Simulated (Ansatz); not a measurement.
Consider InSb in the zinc blende structure (space group F-43m, No. 216).

```
CELL_PARAMETERS angstrom
      0.00000     3.27807     3.27807
      3.27807     0.00000     3.27807
      3.27807     3.27807     0.00000
ATOMIC_POSITIONS crystal
  In 0.00000 0.00000 0.00000
  Sb 0.25000 0.25000 0.25000
```

Cartesian axes are those of the cell as printed.

Computed with r2SCAN in Ansatz (plane waves to 500 eV, PAW, no spin-orbit coupling).

For the base:

The pressure comes out as 0.0 GPa and the shortest interatomic distance is 2.839 Å.

The change: compressive biaxial strain of 1.50 % in the plane normal to [001], as in epitaxy on a mismatched substrate; the out-of-plane cell vector and the atoms relax.

Q: Predict the new pressure, energy relative to the base and shortest interatomic distance.

A: The pressure (mean of the normal stresses, compression positive) goes from zero to 0.7 GPa; the energy grows by 3.2 meV/atom; the shortest interatomic distance drops by 0.013 Å (2.839 Å → 2.826 Å).

Stability against distortions was not tested. All final runs are without spin polarisation. Gaps under 0.05 eV, about the width of the smearing, are given as zero.

Ansatz is an electronic-structure program.
